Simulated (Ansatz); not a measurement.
Results of LDA in Ansatz (plane waves, PAW) for Cu (model structure, Pm-3m, No. 221, 1 atom in the cell).

Run with plane-wave cutoff 520 eV, 22×22×22 k mesh, Fermi–Dirac smearing 0.05 eV, no spin polarisation, scalar-relativistic PAW data made under PBE.

Cell (relaxed at this level):

```yaml
crystal:
  lattice:
    - [2.32666, 0.00000, 0.00000]
    - [0.00000, 2.32666, 0.00000]
    - [0.00000, 0.00000, 2.32666]
  atoms:
    - { symbol: Cu, position: [0.00000, 0.00000, 0.00000] }
```

Problem. Estimate the bulk modulus that the calculation returns.

Solution. 
* **bulk modulus**: 141 GPa

Note: the run has no spin polarisation, so it can have missed a magnetic state; the bulk modulus is −V dP/dV from two relaxed cells at ±2 % in volume; the relaxation could raise the start's symmetry but not lower it, so the cell can be a saddle point.

Static lattice: no zero-point or thermal effects.

The result took very roughly 40 core-seconds.

A model structure was made by putting elements into a prototype or built by hand; it is no filed structure, need not be a known phase, and can be a saddle point held by its symmetry.

Ansatz is an electronic-structure program.
